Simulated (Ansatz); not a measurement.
Take MgTe in the wurtzite structure (space group P6_3mc, No. 186; a = 4.608 Å, c = 7.501 Å) as the base. Axes: x lies along a and z along c of the hexagonal cell.

All numbers come from Ansatz (an electronic-structure program), PBE, PAW, cutoff 420 eV, without spin-orbit coupling.

For the base:

The pressure comes out as 0.0 kbar.

Perturbation: the cell is compressed by 0.20 % along z with no lateral relaxation, atoms relaxed at fixed cell.

**Question.** Predict the new pressure and energy relative to the base.

**Answer.** The pressure (mean of the normal stresses, compression positive) goes from zero to 0.6 kbar; the energy stays essentially unchanged.

The cells carry an imposed strain or load. Stability against distortions was not tested.
